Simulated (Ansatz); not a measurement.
The parent structure is FeSi (space group P2_13, No. 198; a = 4.448 Å; non-magnetic).

All numbers come from PBE (Ansatz, a program for electronic structure, PAW, spin-orbit coupling left out).

For the base:

- Volume per atom = 11.00 Å³

One thing is altered: a hydrostatic pressure of 30 GPa.

**Question.** What does the calculation give for the volume per atom after the change?

**Answer.** The volume per atom decreases by 1.115 Å³, from 11.00 Å³ to 9.89 Å³.

Load acts through the strain it causes; cell and atoms are relaxed under it. Stability against distortions was not tested. Competing high-pressure phases were not computed. Starting moments died away, wholly or in part, for the base; another magnetic solution may exist. All final runs are without spin polarisation.
